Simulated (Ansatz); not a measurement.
Worked example: self-consistent single point of Sr2GaSi (Amm2, 4 atoms in the cell) in Ansatz (a quantum-chemistry and plane-wave program).

Computed with LDA (PW92), default PAW files made with PBE (plane waves; Ansatz).

```xyz
4
Lattice="4.2436 0.0000 0.0000 0.0000 2.3685 5.9091 0.0000 -2.3685 5.9091" Properties=species:S:1:pos:R:3 pbc="T T T"
Sr     2.1218     0.0000     7.6047
Sr     0.0000     0.0000     4.2401
Ga     2.1218     0.0000    11.0902
Si     0.0000     0.0000     0.7515
```

Reference input (self-consistent single point, DFT, LDA (PW92), plane waves, default PAW files made with PBE): basis.ecutwfc = 420 eV; kpoints.mp_grid.grid = 8 8 8; hamiltonian.xc = lda; hamiltonian.pseudopotentials = {kind: paw} (the program's default PAW files); scf.occupations.method = gaussian; scf.occupations.width = 0.1 eV. This run's input differs from it in these lines:

Ansatz 0.2 input:
```diff
@@ -15,3 +15,3 @@
   mp_grid:
-    grid: [8, 8, 8]
+    grid: [13, 13, 13]
 hamiltonian:
@@ -22,4 +22,4 @@
   occupations:
-    method: gaussian
-    width: 0.1 eV
+    method: methfessel_paxton
+    width: 0.5 eV
 output:
```

The program printed (abridged):

```
SCF iter   1: F=—  HF=-11206.180162 eV  |F-HF|=—  |Δ(HF+E_count)|=         —  Δρ=4.99e-3  dr2=1.85e-2  ethr=1.77e-3  ⟨swp⟩=7.8  Hψ=44873  notcnv=0
all-band conjugate gradients solve this SCF's bands
preconditioner: auto → Kerker (q_TF=auto, 2.246 Å⁻¹)
SCF iter   2: F=—  HF=-11206.177684 eV  |F-HF|=—  |Δ(HF+E_count)|=   2.48e-3  S|Δr|=    0.00e0  Δρ=2.76e-3  dr2=6.96e-3  ethr=4.99e-5  ⟨swp⟩=2.7  Hψ=16646  notcnv=0
   [... lines left out ...]
SCF iter   6: F=—  HF=-11206.176144 eV  |F-HF|=—  |Δ(HF+E_count)|=   7.59e-6  S|Δr|=    0.00e0  Δρ=3.85e-5  dr2=4.34e-6  ethr=1.12e-7  ⟨swp⟩=2.0  Hψ=11962  notcnv=0
SCF iter   7: F=—  HF=-11206.176143 eV  |F-HF|=—  |Δ(HF+E_count)|=   6.69e-7  S|Δr|=    0.00e0  Δρ=7.22e-6  dr2=1.65e-7  ethr=1.17e-8  ⟨swp⟩=2.1  Hψ=10325  notcnv=0
SCF iter   8: F=-11206.176143 eV  HF=-11206.176143 eV  |F-HF|=7.54e-9  |Δ(HF+E_count)|=   1.09e-9  S|Δr|=    0.00e0  Δρ=2.87e-6  dr2=1.63e-8  ethr=2.70e-10  ⟨swp⟩=8.0  Hψ=44314  notcnv=0
SCF 1 converged in 8 iterations: F = -11206.176143 eV  dr2 = 1.63e-8
Stability not checked (fill_not_monotonic)
Free energy (F): -11206.176143 eV
Internal energy: -11206.209219 eV  (E = F + TS)
E sigma→0 (E₀):  -11206.184412 eV
Entropy (-TS):   0.033076 eV (8.269 meV/atom)
Fermi energy:    7.007928 eV
--- Forces (eV/Å), atoms counted from 1 ---
  atom   1  Sr     0.00000000     0.00000000    -0.25951256
  atom   2  Sr     0.00000000     0.00000000     0.16655806
  atom   3  Ga     0.00000000     0.00000000     0.14934024
  atom   4  Si     0.00000000     0.00000000    -0.05637075
--- Stress (GPa, compression-positive) ---
       -3.425884       0.000000       0.000000
        0.000000      -3.098858       0.000000
        0.000000       0.000000      -3.096989
  P = ⅓ Tr σ = -3.2072 GPa (-32.072 kbar)
  The stress holds the Pulay correction. Without it, at fixed plane waves, as pw.x and ABINIT print it: P = -3.2194 GPa
```

The run converged in 8 iterations. Against the reference run the free energy goes up by 2.8 meV/atom, the pressure moves little (-3.19 to -3.21 GPa) and the largest force stays at 0.260 eV/Å.

The starting cell comes from a database of computed structures (which also holds hypothetical and non-ambient phases and stackings), without a prior relaxation at this level. Its lattice was rescaled by up to half a per cent. One atom was moved a little off its site on purpose. With a pressure of about -3 GPa the cell is away from its equilibrium volume at this level. Ansatz's pressure includes its estimate of the finite-basis (Pulay) stress.

Cost on one core of a shared machine: roughly 80 s.
